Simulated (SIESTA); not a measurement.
Band structure of W (Im-3m, 1 atom in the cell).

```xyz
1
Lattice="-1.5852 1.5852 1.5852 1.5852 -1.5852 1.5852 1.5852 1.5852 -1.5852" Properties=species:S:1:pos:R:3 pbc="T T T"
W      0.0000     0.0000     0.0000
```

Level of theory: GGA PBE, numerical atomic orbitals TZP, PseudoDojo PBE standard norm-conserving potentials (rewritten from UPF to PSML) (SIESTA).

Settings: XC.functional = GGA; XC.authors = PBE; potentials = PseudoDojo PBE standard; PAO.BasisSize = TZP; PAO.EnergyShift = 0.01 Ry; MeshCutoff = 400 Ry; kgrid.MonkhorstPack = 19 19 19; OccupationFunction = FD; ElectronicTemperature = 136 meV; MaxSCFIterations = 150; SCF.Mixer.Method = Pulay; SCF.Mixer.Weight = 0.25; SCF.Mixer.History = 6; SCF.DM.Tolerance = 1.0E-04.

The starting cell comes from a database of computed structures (which also holds hypothetical and non-ambient phases and stackings), without a prior relaxation at this level. Spin-orbit coupling is off. Spin polarisation is off. Values carry the incompleteness of an atom-centred basis.

Levels in eV from the Fermi level, bands 4 to 9:
```csv
point,4,5,6,7,8,9
Γ,-37.88,-9.63,-1.28,-1.28,-1.28,2.18
H,-38.73,-5.83,-5.83,5.04,5.04,5.04
N,-37.83,-6.27,-3.60,0.74,2.09,3.05
P,-38.49,-2.98,-2.98,-2.98,3.21,3.21
```

Bands cross the Fermi level along this path, so the cell is metallic at this level.

Higher empty bands are left out: an atom-centred basis made for the valence describes them poorly.
